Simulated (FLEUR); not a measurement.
# Equation of state of rock-salt ZrC (space group 225): energy against volume (FLEUR, PBE)

```
CELL_PARAMETERS angstrom
      0.00000     2.30822     2.30822
      2.30822     0.00000     2.30822
      2.30822     2.30822     0.00000
ATOMIC_POSITIONS crystal
  Zr 0.00000 0.00000 0.00000
  C  0.50000 0.50000 0.50000
```

Computed with FLEUR with PBE, all-electron FLAPW (FLEUR), scalar-relativistic valence. Settings: Kmax = 4.67 1/bohr; GmaxXC = 18.7 1/bohr; xcFunctional = pbe; jspins = 1; l_soc = F; mode = hist; fermiSmearingEnergy = 0.00183747 Htr; mesh (inpgen div1-3) = 21 21 21; inpgen gamma flag = false; Gmax = 18.7 1/bohr; numbands = 0; maxIterBroyd = 15; imix = Anderson; alpha = 0.05; precondParam = 0; minDistance = 1e-05 me/bohr^3. The cell above is the first row's. The rows scale it uniformly. In all rows fractional positions and the k mesh are held. E is the free energy at the stated smearing, counted from the lowest row.

| V (Å^3/atom) | E (meV/atom) |
|---|---|
| 12.298 | 34.02 |
| 12.565 | 13.80 |
| 12.833 | 2.74 |
| 13.100 | 0.00 |
| 13.367 | 4.74 |
| 13.635 | 16.18 |
| 13.902 | 33.75 |
| 14.169 | 56.80 |
| 14.437 | ? |

Question: Fit E against V with the third-order Birch-Murnaghan form, a cubic in V^(-2/3), and predict the withheld value at V = 14.437.

Answer: With u = V^(-2/3) - 0.179, the rows have u = 0.008691, 0.006023, 0.003438, 0.000950, -0.001454, -0.003788, -0.006039, -0.008219. Least squares gives E = 0.995 - 1644.14·u + 626139·u² + 21066·u³. Residuals (row less fit): 0.006, -0.011, -0.004, 0.002, 0.031, -0.026, -0.004, 0.007; standard error 0.022 (degrees of freedom: 4). Its minimum lies at u = 0.001313, so V0 = (0.180313)^(-3/2) = 13.06. There d²E/du² = 1252000 and d³E/du³ = 126400, so B0 = (4/9) × 13.06^(-7/3) × 1252000 × 0.160218 = 222 GPa (the last factor turns the table's units into GPa), and B0' = 4 + (2/3) × 0.180313 × (126400)/1252000 = 4.0. At the withheld row, u = -0.010339, so E = 0.995 - 1644.14 × (-0.010339) + 626139 × (-0.010339)² + 21066 × (-0.010339)³ = 84.902 meV/atom. The calculation gives 84.73 meV/atom, 0.172 meV/atom below the prediction (0.2 % of the range of E in the table). The row lies outside the fitted rows, so this is an extrapolation. From the scatter of the fitted rows alone, a prediction at this place has a standard error of 0.053 meV/atom, so the miss is 3.3 times that.

Carrying the step between the two nearest rows on in a straight line would have given 79.94, off by 4.79; series whose last step already gives the withheld value aren't shown. The scan was laid around a cell of about the measured size, scaled by a guess for this functional. The runs keep the symmetry of the cell, so they don't test it for distortions. Values depend on the basis (sphere radii, cutoffs, local orbitals), which need not be converged. Cutoffs and mesh are single choices, not tested for convergence of this quantity. Series with a scatter that would blur these digits, or in which a gap closes, are not shown. Nor are scans whose minimum lies at an end fitted in this form.

Terms beyond the fitted order, or numerical noise in single rows, can give a miss of this size; the table doesn't tell which.
